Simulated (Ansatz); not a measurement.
# Si well of 16 atomic layers along [001] in random Si0.5Ge0.5, Ge share that oscillates in the well

Prepared with Tersoff's 1989 multicomponent potential (SiCGe.tersoff) (LAMMPS): minimisation. Geometry as solved with PBE, support functions at accuracy medium on the grid of 370 eV in Ansatz (a first-principles code).

```xyz
720
Lattice="16.85 0.00 0.00 0.00 16.85 0.00 0.00 0.00 55.32" Properties=species:S:1:pos:R:3 pbc="T T T"
Si     0.02     0.00    -0.01
Ge     1.43     1.39     1.37
Si     2.81     2.81    -0.02
Ge     4.18     4.19     1.43
Ge     2.81    -0.08     2.84
Ge     4.25     1.40     4.24
Ge     0.03     2.85     2.82
Si     1.43     4.25     4.21
Si     0.00    -0.05     5.61
Ge     1.34     1.42     7.02
Ge     2.80     2.86     5.63
Si     4.19     4.23     7.08
Ge     2.84     0.03     8.43
Si     4.24     1.41     9.84
Si    -0.03     2.85     8.43
Ge     1.40     4.24     9.82
Si     0.00     0.03    11.27
Si     1.37     1.38    12.66
Ge     2.80     2.77    11.24
Ge     4.21     4.25    12.65
Ge     2.78    -0.03    14.06
Ge     4.21     1.39    15.49
Si     0.02     2.78    14.02
Ge     1.39     4.20    15.44
Si     0.02    -0.01    16.86
Si     1.40     1.41    18.20
Si     2.80     2.81    16.87
Si     4.22     4.21    18.20
Si     2.80     0.00    19.54
Si     4.20     1.41    20.89
Si     0.00     2.82    19.55
Si     1.41     4.21    20.90
Si     0.01     0.01    22.23
Si     1.40     1.41    23.59
Si     2.81     2.81    22.25
Si     4.20     4.22    23.59
Si     2.81     0.02    24.94
Si     4.21     1.41    26.29
Si     0.00     2.82    24.94
Si     1.41     4.21    26.29
Si     0.00     0.01    27.64
Si     1.40     1.41    28.99
Si     2.80     2.80    27.64
Si     4.21     4.21    28.98
Si     2.81     0.00    30.32
Si     4.20     1.40    31.66
Si     0.00     2.81    30.33
Si     1.40     4.21    31.67
Si     0.01     0.00    33.02
Si     1.41     1.41    34.38
Si     2.81     2.80    33.01
Si     4.23     4.19    34.34
Si     2.82    -0.01    35.71
Si     4.25     1.38    37.05
Si    -0.02     2.81    35.71
Si     1.36     4.23    37.07
Ge    -0.05    -0.03    38.41
Ge     1.39     1.39    39.83
Ge     2.82     2.81    38.41
Ge     4.24     4.24    39.86
Ge     2.84     0.02    41.25
Ge     4.27     1.47    42.65
Ge     0.00     2.80    41.30
Si     1.43     4.24    42.64
Si    -0.05     0.03    44.05
Ge     1.42     1.43    45.38
Si     2.83     2.88    44.03
Si     4.21     4.22    45.44
Ge     2.79    -0.01    46.86
Ge     4.22     1.45    48.29
Ge     0.05     2.86    46.86
Si     1.48     4.23    48.25
Si     0.04     0.00    49.65
Si     1.38     1.42    51.02
Si     2.79     2.84    49.69
Si     4.20     4.18    51.07
Ge     2.80     0.01    52.42
Ge     4.21     1.45    53.87
Si     0.04     2.76    52.45
Ge     1.40     4.17    53.88
Ge    -0.06     5.60    -0.02
Ge     1.40     7.01     1.41
Ge     2.87     8.43    -0.01
Si     4.25     9.81     1.43
Si     2.78     5.61     2.83
Ge     4.19     7.06     4.18
Ge    -0.03     8.46     2.85
Si     1.39     9.85     4.25
Ge    -0.02     5.59     5.63
Ge     1.45     7.03     7.03
Si     2.77     8.46     5.58
Ge     4.16     9.84     7.01
Si     2.86     5.63     8.45
Si     4.23     6.96     9.87
Si     0.02     8.41     8.42
Ge     1.42     9.81     9.80
Si     0.02     5.63    11.26
Si     1.38     7.00    12.68
Ge     2.83     8.39    11.28
Si     4.22     9.85    12.65
Si     2.77     5.63    14.04
Ge     4.18     6.99    15.46
Si     0.01     8.36    14.08
Ge     1.40     9.81    15.46
Si    -0.02     5.63    16.84
Si     1.40     7.01    18.20
Si     2.80     8.42    16.88
Si     4.21     9.83    18.21
Si     2.81     5.61    19.54
Si     4.23     6.99    20.87
Si     0.00     8.42    19.54
Si     1.38     9.85    20.87
Si    -0.01     5.61    22.24
Si     1.38     6.99    23.62
Ge     2.81     8.42    22.25
Si     4.24     9.85    23.62
Si     2.80     5.61    24.95
Si     4.21     7.02    26.29
Si    -0.01     8.41    24.95
Si     1.40     9.82    26.29
Si     0.00     5.61    27.63
Si     1.40     7.02    28.98
Si     2.81     8.42    27.64
Si     4.21     9.82    28.99
Si     2.81     5.61    30.32
Si     4.21     7.01    31.67
Si     0.00     8.42    30.33
Si     1.40     9.83    31.66
Si    -0.01     5.62    33.01
Si     1.38     7.05    34.33
Si     2.81     8.43    33.00
Si     4.21     9.82    34.35
Ge     2.81     5.63    35.70
Si     4.23     7.04    37.10
Si     0.00     8.42    35.71
Si     1.44     9.78    37.06
Si     0.02     5.64    38.44
Si     1.41     7.00    39.83
Si     2.80     8.40    38.46
Si     4.15     9.81    39.82
Si     2.77     5.62    41.23
Ge     4.21     6.98    42.66
Si     0.00     8.38    41.19
Ge     1.42     9.79    42.60
Si     0.02     5.61    43.98
Ge     1.42     6.96    45.42
Si     2.81     8.40    44.04
Ge     4.24     9.78    45.43
Si     2.84     5.57    46.84
Ge     4.18     7.03    48.26
Ge    -0.03     8.38    46.84
Ge     1.40     9.78    48.30
Ge     0.06     5.64    49.64
Si     1.45     7.04    51.06
Si     2.81     8.43    49.71
Si     4.17     9.82    51.09
Ge     2.84     5.62    52.47
Si     4.23     7.01    53.90
Ge     0.02     8.39    52.48
Ge     1.42     9.86    53.89
Ge    -0.02    11.28     0.02
Si     1.40    12.68     1.42
Si     2.80    14.03     0.04
Si     4.20    15.37     1.41
Ge     2.79    11.21     2.79
Ge     4.20    12.69     4.20
Si     0.04    14.01     2.86
Si     1.39    15.40     4.26
Si     0.06    11.27     5.60
Si     1.43    12.65     7.00
Si     2.80    14.07     5.65
Si     4.20    15.46     6.99
Si     2.77    11.26     8.39
Ge     4.21    12.59     9.83
Ge     0.00    14.05     8.40
Ge     1.40    15.48     9.87
Ge     0.01    11.23    11.26
Ge     1.44    12.62    12.71
Ge     2.85    14.06    11.29
Si     4.24    15.44    12.69
Si     2.84    11.18    14.05
Ge     4.21    12.63    15.44
Ge     0.00    14.04    14.14
Si     1.40    15.45    15.52
Si    -0.02    11.25    16.84
Si     1.40    12.64    18.18
Si     2.80    14.05    16.84
Si     4.21    15.43    18.21
Si     2.80    11.24    19.54
Si     4.22    12.63    20.89
Si     0.00    14.04    19.53
Si     1.40    15.44    20.88
Si    -0.01    11.23    22.23
Si     1.43    12.61    23.56
Si     2.80    14.03    22.22
Si     4.18    15.46    23.56
Si     2.81    11.22    24.95
Si     4.19    12.61    26.32
Ge     0.00    14.04    24.94
Si     1.43    15.47    26.31
Si     0.01    11.22    27.65
Si     1.40    12.64    28.99
Si     2.81    14.04    27.65
Si     4.22    15.44    28.99
Si     2.81    11.23    30.32
Si     4.21    12.63    31.68
Si     0.00    14.04    30.34
Si     1.41    15.44    31.68
Si     0.00    11.23    33.01
Si     1.40    12.62    34.36
Si     2.81    14.03    33.03
Si     4.22    15.44    34.36
Si     2.81    11.21    35.70
Si     4.21    12.61    37.02
Si    -0.01    14.03    35.70
Si     1.40    15.43    37.03
Ge     0.01    11.21    38.44
Si     1.42    12.60    39.84
Ge     2.80    14.01    38.42
Ge     4.27    15.45    39.83
Si     2.80    11.21    41.18
Ge     4.21    12.63    42.57
Ge    -0.02    14.01    41.19
Ge     1.35    15.48    42.64
Ge    -0.05    11.22    44.03
Ge     1.36    12.66    45.49
Ge     2.79    14.04    44.03
Ge     4.25    15.47    45.41
Ge     2.81    11.21    46.87
Ge     4.21    12.67    48.28
Si    -0.04    14.09    46.88
Si     1.37    15.44    48.27
Ge    -0.02    11.29    49.65
Ge     1.47    12.66    51.07
Si     2.80    14.11    49.64
Si     4.20    15.46    51.00
Si     2.83    11.21    52.46
Ge     4.16    12.63    53.90
Ge    -0.01    14.00    52.52
Ge     1.42    15.44    53.94
Ge     5.56    -0.03     0.01
Ge     7.00     1.40     1.42
Ge     8.43     2.79    -0.05
Ge     9.83     4.24     1.42
Ge     8.47    -0.01     2.82
Si     9.83     1.44     4.22
Si     5.62     2.80     2.82
Ge     7.03     4.19     4.21
Si     5.62     0.00     5.67
Si     7.02     1.40     7.00
Si     8.42     2.75     5.61
Ge     9.84     4.14     7.03
Ge     8.46     0.04     8.42
Si     9.85     1.44     9.86
Ge     5.64     2.82     8.44
Si     7.03     4.20     9.89
Ge     5.61     0.03    11.29
Si     7.05     1.45    12.63
Si     8.42     2.80    11.23
Si     9.78     4.18    12.61
Ge     8.40     0.01    14.04
Ge     9.84     1.41    15.49
Ge     5.66     2.82    14.07
Si     7.03     4.21    15.50
Si     5.62    -0.02    16.88
Si     7.02     1.40    18.20
Si     8.41     2.83    16.87
Si     9.83     4.21    18.21
Si     8.43     0.00    19.55
Si     9.84     1.40    20.89
Si     5.61     2.80    19.55
Si     7.03     4.21    20.89
Si     5.59    -0.02    22.21
Ge     7.02     1.41    23.59
Si     8.45     2.83    22.22
Si     9.83     4.22    23.59
Si     8.45    -0.01    24.97
Si     9.83     1.42    26.30
Si     5.59     2.84    24.97
Si     7.02     4.23    26.29
Si     5.62     0.01    27.64
Si     7.02     1.41    28.98
Si     8.42     2.82    27.64
Si     9.83     4.22    28.98
Si     8.42     0.00    30.33
Si     9.83     1.41    31.67
Si     5.61     2.81    30.33
Si     7.02     4.22    31.66
Si     5.61     0.00    33.01
Si     7.00     1.42    34.33
Si     8.43     2.82    33.01
Si     9.82     4.22    34.36
Ge     8.43    -0.01    35.71
Si     9.82     1.46    37.07
Si     5.62     2.80    35.70
Si     7.01     4.20    37.07
Si     5.65     0.03    38.44
Si     7.02     1.41    39.84
Si     8.38     2.78    38.44
Ge     9.77     4.20    39.83
Si     8.36     0.00    41.24
Ge     9.80     1.39    42.65
Si     5.68     2.83    41.23
Si     7.02     4.21    42.65
Si     5.66     0.01    44.01
Ge     7.02     1.42    45.44
Si     8.40     2.84    44.02
Ge     9.83     4.21    45.45
Si     8.45     0.06    46.86
Si     9.86     1.40    48.21
Si     5.58     2.83    46.80
Ge     7.02     4.22    48.16
Si     5.60     0.00    49.67
Ge     6.98     1.41    51.07
Ge     8.43     2.79    49.60
Ge     9.82     4.24    51.05
Ge     8.45     0.00    52.50
Si     9.85     1.37    53.92
Si     5.60     2.84    52.45
Ge     7.03     4.24    53.83
Ge     5.62     5.64     0.01
Si     7.02     7.01     1.46
Ge     8.41     8.36     0.00
Ge     9.78     9.85     1.42
Si     8.42     5.64     2.82
Si     9.81     6.97     4.23
Si     5.64     8.44     2.79
Si     7.02     9.82     4.15
Ge     5.57     5.60     5.65
Ge     7.01     7.03     7.06
Ge     8.41     8.42     5.57
Ge     9.84     9.80     7.06
Ge     8.43     5.59     8.48
Si     9.84     7.02     9.83
Ge     5.57     8.44     8.50
Si     6.97     9.84     9.90
Si     5.64     5.61    11.22
Si     7.00     6.98    12.62
Ge     8.40     8.40    11.23
Ge     9.83     9.87    12.63
Ge     8.39     5.58    14.03
Ge     9.81     7.01    15.49
Ge     5.62     8.41    14.01
Ge     7.02     9.83    15.49
Si     5.63     5.59    16.85
Si     7.01     7.02    18.20
Si     8.42     8.42    16.88
Si     9.82     9.84    18.21
Si     8.42     5.62    19.55
Si     9.83     7.02    20.89
Si     5.62     8.42    19.54
Si     7.02     9.82    20.90
Si     5.62     5.60    22.24
Si     7.02     7.01    23.59
Si     8.42     8.42    22.24
Si     9.83     9.81    23.59
Si     8.42     5.62    24.94
Si     9.83     7.02    26.28
Si     5.63     8.42    24.95
Si     7.02     9.82    26.29
Si     5.62     5.62    27.64
Si     7.02     7.03    28.98
Si     8.43     8.42    27.63
Si     9.83     9.82    28.98
Si     8.43     5.62    30.32
Si     9.83     7.02    31.68
Si     5.62     8.42    30.33
Si     7.02     9.83    31.68
Si     5.62     5.61    33.01
Si     7.01     7.01    34.37
Si     8.42     8.42    33.03
Si     9.83     9.84    34.36
Si     8.41     5.61    35.71
Si     9.81     7.05    37.02
Si     5.61     8.42    35.71
Si     7.04     9.80    37.04
Si     5.63     5.62    38.41
Ge     7.04     7.01    39.81
Si     8.43     8.42    38.39
Ge     9.80     9.86    39.79
Si     8.38     5.58    41.26
Ge     9.82     6.94    42.64
Ge     5.60     8.46    41.22
Si     7.05     9.84    42.60
Si     5.63     5.56    44.07
Si     6.99     6.97    45.45
Ge     8.38     8.39    44.03
Ge     9.85     9.81    45.45
Si     8.43     5.68    46.82
Si     9.83     7.02    48.24
Si     5.62     8.35    46.83
Ge     7.01     9.76    48.24
Ge     5.61     5.58    49.67
Ge     7.07     7.03    51.06
Si     8.48     8.42    49.64
Si     9.83     9.82    51.03
Si     8.46     5.65    52.49
Si     9.83     6.98    53.90
Ge     5.58     8.42    52.48
Ge     7.02     9.83    53.90
Ge     5.62    11.26     0.05
Si     7.02    12.65     1.46
Ge     8.45    14.00     0.03
Si     9.87    15.44     1.39
Si     8.36    11.24     2.81
Ge     9.79    12.66     4.19
Si     5.62    14.05     2.78
Ge     7.00    15.44     4.25
Ge     5.65    11.22     5.58
Ge     7.07    12.65     7.01
Si     8.44    14.07     5.63
Si     9.80    15.44     7.01
Ge     8.42    11.21     8.52
Si     9.82    12.64     9.89
Ge     5.59    14.06     8.40
Ge     7.05    15.44     9.86
Si     5.63    11.22    11.28
Si     6.99    12.67    12.62
Si     8.43    14.00    11.25
Ge     9.86    15.42    12.64
Ge     8.41    11.31    14.06
Si     9.86    12.67    15.47
Si     5.61    14.03    14.01
Ge     7.00    15.41    15.46
Si     5.61    11.23    16.87
Si     7.03    12.63    18.19
Si     8.45    14.02    16.85
Si     9.83    15.44    18.20
Si     8.41    11.23    19.55
Si     9.82    12.63    20.89
Si     5.62    14.03    19.53
Si     7.02    15.43    20.88
Si     5.62    11.23    22.24
Si     7.05    12.61    23.56
Si     8.43    14.04    22.23
Si     9.82    15.44    23.59
Si     8.43    11.22    24.94
Si     9.81    12.63    26.29
Ge     5.62    14.04    24.94
Si     7.04    15.46    26.32
Si     5.61    11.22    27.64
Si     7.02    12.63    28.99
Si     8.42    14.03    27.65
Si     9.82    15.44    28.99
Si     8.42    11.22    30.33
Si     9.83    12.63    31.66
Si     5.62    14.04    30.33
Si     7.02    15.44    31.68
Si     5.62    11.23    33.02
Si     7.02    12.64    34.37
Si     8.43    14.03    33.01
Si     9.86    15.42    34.33
Si     8.43    11.23    35.71
Si     9.83    12.64    37.06
Si     5.62    14.04    35.72
Si     7.01    15.42    37.11
Ge     5.59    11.20    38.43
Ge     7.03    12.65    39.86
Si     8.43    14.03    38.43
Ge     9.80    15.44    39.86
Si     8.42    11.22    41.24
Ge     9.82    12.64    42.64
Si     5.65    14.07    41.25
Si     7.01    15.46    42.63
Ge     5.67    11.24    44.01
Si     7.06    12.67    45.40
Si     8.39    14.08    44.01
Ge     9.79    15.48    45.42
Ge     8.40    11.26    46.83
Ge     9.81    12.62    48.34
Ge     5.68    14.04    46.83
Ge     7.07    15.49    48.29
Ge     5.62    11.21    49.71
Si     7.03    12.65    51.06
Si     8.41    14.05    49.72
Si     9.79    15.43    51.07
Ge     8.45    11.25    52.45
Si     9.84    12.62    53.89
Ge     5.58    14.04    52.42
Ge     7.01    15.42    53.90
Si    11.21     0.02     0.02
Si    12.56     1.41     1.41
Ge    14.03     2.79     0.05
Si    15.44     4.20     1.42
Ge    14.01     0.01     2.77
Ge    15.45     1.39     4.24
Si    11.21     2.78     2.82
Ge    12.59     4.20     4.22
Ge    11.21     0.03     5.65
Si    12.61     1.40     7.09
Ge    14.01     2.80     5.70
Si    15.42     4.21     7.07
Ge    14.06    -0.01     8.41
Ge    15.45     1.45     9.87
Si    11.26     2.77     8.48
Si    12.65     4.17     9.82
Si    11.21     0.05    11.24
Si    12.61     1.42    12.60
Si    13.99     2.81    11.25
Ge    15.44     4.21    12.65
Ge    13.97     0.01    14.05
Ge    15.46     1.41    15.46
Ge    11.23     2.83    14.01
Ge    12.67     4.23    15.47
Si    11.25    -0.03    16.85
Si    12.65     1.39    18.19
Si    14.05     2.81    16.87
Si    15.44     4.22    18.21
Si    14.04     0.01    19.55
Si    15.44     1.41    20.89
Si    11.24     2.80    19.54
Si    12.64     4.21    20.89
Si    11.23     0.00    22.25
Si    12.63     1.42    23.59
Si    14.04     2.81    22.24
Si    15.44     4.21    23.59
Si    14.06     0.03    24.91
Si    15.45     1.41    26.28
Si    11.23     2.82    24.94
Si    12.64     4.22    26.28
Si    11.21     0.03    27.67
Si    12.64     1.42    28.99
Si    14.04     2.81    27.63
Si    15.44     4.21    28.98
Si    14.05     0.00    30.33
Si    15.44     1.41    31.68
Si    11.23     2.82    30.33
Si    12.63     4.22    31.68
Si    11.23     0.00    33.00
Si    12.62     1.40    34.35
Si    14.03     2.81    33.02
Si    15.44     4.22    34.36
Si    14.03     0.00    35.69
Si    15.40     1.42    37.04
Si    11.23     2.82    35.70
Si    12.65     4.19    37.04
Ge    11.25     0.04    38.44
Si    12.68     1.44    39.81
Si    14.03     2.80    38.41
Ge    15.45     4.21    39.81
Ge    14.04     0.00    41.22
Si    15.40     1.40    42.69
Ge    11.27     2.81    41.24
Si    12.65     4.20    42.69
Si    11.25     0.01    44.04
Si    12.60     1.43    45.41
Si    14.00     2.78    44.03
Ge    15.44     4.21    45.38
Ge    14.04     0.01    46.78
Ge    15.46     1.40    48.26
Si    11.24     2.78    46.84
Si    12.57     4.18    48.24
Ge    11.20     0.00    49.68
Si    12.61     1.40    51.07
Ge    13.98     2.81    49.67
Ge    15.48     4.19    51.09
Ge    14.02     0.02    52.45
Ge    15.48     1.40    53.90
Ge    11.22     2.78    52.49
Ge    12.62     4.23    53.93
Si    11.20     5.63    -0.03
Ge    12.62     7.02     1.35
Ge    14.06     8.48    -0.04
Si    15.43     9.87     1.42
Ge    14.05     5.61     2.80
Si    15.44     7.00     4.22
Ge    11.20     8.41     2.84
Ge    12.68     9.84     4.21
Si    11.18     5.60     5.62
Ge    12.61     6.96     7.07
Ge    14.06     8.38     5.63
Ge    15.52     9.84     7.01
Si    14.03     5.54     8.45
Ge    15.46     6.99     9.81
Si    11.20     8.38     8.46
Ge    12.57     9.83     9.85
Ge    11.21     5.56    11.22
Ge    12.66     6.96    12.68
Ge    14.03     8.41    11.25
Ge    15.47     9.80    12.70
Si    14.10     5.63    14.10
Si    15.46     7.02    15.47
Ge    11.23     8.43    14.06
Ge    12.64     9.85    15.51
Si    11.24     5.61    16.87
Si    12.64     7.02    18.20
Si    14.07     8.40    16.85
Si    15.45     9.82    18.19
Si    14.04     5.62    19.55
Si    15.44     7.02    20.90
Si    11.24     8.43    19.54
Si    12.64     9.82    20.88
Si    11.24     5.62    22.24
Si    12.64     7.02    23.59
Si    14.04     8.43    22.24
Si    15.45     9.82    23.59
Si    14.04     5.62    24.94
Si    15.43     7.02    26.29
Si    11.23     8.41    24.94
Si    12.63     9.81    26.29
Si    11.23     5.62    27.63
Si    12.63     7.02    28.98
Si    14.03     8.42    27.64
Si    15.44     9.82    28.98
Si    14.03     5.62    30.33
Si    15.44     7.02    31.67
Si    11.23     8.42    30.33
Si    12.64     9.82    31.68
Si    11.23     5.63    33.03
Si    12.64     7.02    34.38
Si    14.04     8.42    33.03
Si    15.44     9.83    34.37
Si    14.05     5.62    35.72
Si    15.46     7.03    37.07
Si    11.24     8.44    35.71
Si    12.64     9.84    37.08
Ge    11.22     5.62    38.39
Ge    12.67     7.04    39.81
Si    14.07     8.45    38.42
Si    15.46     9.77    39.83
Ge    14.05     5.62    41.29
Si    15.51     7.02    42.62
Ge    11.20     8.42    41.22
Ge    12.62     9.84    42.65
Si    11.25     5.57    44.04
Ge    12.60     7.01    45.46
Ge    14.09     8.40    44.04
Si    15.44     9.81    45.46
Ge    14.02     5.59    46.88
Si    15.43     7.00    48.26
Si    11.22     8.42    46.88
Si    12.59     9.82    48.24
Si    11.20     5.59    49.58
Ge    12.59     6.98    51.02
Ge    14.02     8.43    49.62
Ge    15.41     9.85    51.09
Ge    14.05     5.64    52.50
Si    15.44     7.04    53.89
Ge    11.20     8.42    52.49
Si    12.64     9.84    53.86
Ge    11.24    11.22    -0.04
Ge    12.65    12.63     1.44
Ge    14.07    14.02    -0.03
Ge    15.52    15.43     1.41
Si    14.10    11.24     2.82
Si    15.50    12.60     4.20
Si    11.20    14.05     2.78
Ge    12.61    15.42     4.20
Ge    11.25    11.27     5.64
Si    12.64    12.66     7.03
Ge    14.08    14.01     5.62
Si    15.47    15.46     6.99
Ge    14.01    11.23     8.41
Ge    15.39    12.66     9.87
Ge    11.19    14.03     8.43
Ge    12.62    15.46     9.87
Si    11.24    11.30    11.26
Si    12.62    12.67    12.66
Si    13.99    14.04    11.28
Ge    15.43    15.44    12.64
Ge    14.04    11.28    14.07
Si    15.42    12.65    15.52
Si    11.26    14.03    14.08
Si    12.61    15.42    15.47
Si    11.20    11.26    16.86
Si    12.63    12.65    18.20
Si    14.02    14.05    16.84
Si    15.43    15.45    18.19
Si    14.03    11.23    19.54
Si    15.44    12.64    20.88
Si    11.23    14.04    19.55
Si    12.63    15.45    20.89
Si    11.21    11.20    22.21
Ge    12.64    12.62    23.59
Si    14.05    14.07    22.21
Si    15.43    15.48    23.55
Si    14.06    11.19    24.97
Si    15.43    12.60    26.32
Si    11.19    14.03    24.94
Ge    12.64    15.45    26.30
Si    11.23    11.23    27.63
Si    12.63    12.62    28.99
Si    14.06    14.01    27.67
Si    15.45    15.44    28.99
Si    14.04    11.22    30.33
Si    15.44    12.63    31.67
Si    11.23    14.04    30.33
Si    12.64    15.44    31.66
Si    11.23    11.23    33.01
Si    12.64    12.63    34.36
Si    14.04    14.04    33.02
Si    15.44    15.44    34.36
Si    14.04    11.24    35.71
Si    15.43    12.65    37.06
Si    11.24    14.03    35.71
Si    12.65    15.44    37.04
Si    11.23    11.25    38.40
Ge    12.61    12.68    39.80
Si    14.04    14.06    38.40
Si    15.40    15.41    39.80
Ge    14.07    11.22    41.20
Si    15.43    12.63    42.61
Si    11.24    14.07    41.27
Si    12.59    15.47    42.63
Si    11.22    11.23    44.04
Ge    12.62    12.62    45.41
Ge    14.06    14.08    44.00
Si    15.48    15.45    45.43
Ge    14.04    11.21    46.87
Si    15.43    12.68    48.23
Ge    11.20    14.03    46.86
Ge    12.66    15.43    48.27
Si    11.24    11.17    49.67
Ge    12.66    12.60    51.05
Si    14.06    14.01    49.64
Ge    15.46    15.43    51.03
Si    14.02    11.22    52.52
Si    15.40    12.59    53.88
Ge    11.19    14.04    52.48
Ge    12.60    15.47    53.92
```
